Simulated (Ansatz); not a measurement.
The structure below was relaxed with r2SCAN, PAW, 500 eV (Ansatz, a first-principles code; without spin-orbit coupling).

Space group Im-3m (No. 229); a = 3.311 Å, b = 3.311 Å, c = 3.311 Å, α = 90.00°, β = 90.00°, γ = 90.00°

| atom | site | symmetry | x | y | z |
|---|---|---|---|---|---|
| Ga | 2a | m-3m | 0.0000 | 0.0000 | 0.0000 |

Write out a cell with all atoms.


```xyz
2
Lattice="3.3114 0.0000 0.0000 0.0000 3.3114 0.0000 0.0000 0.0000 3.3114" Properties=species:S:1:pos:R:3 pbc="T T T"
Ga     0.0000     0.0000     0.0000
Ga     1.6557     1.6557     1.6557
```
This is the conventional cell.

Stability against distortions was not tested. The cell was made from Fe by this change: Fe → Ga; the result is a hypothetical phase, not in the database extracts checked.
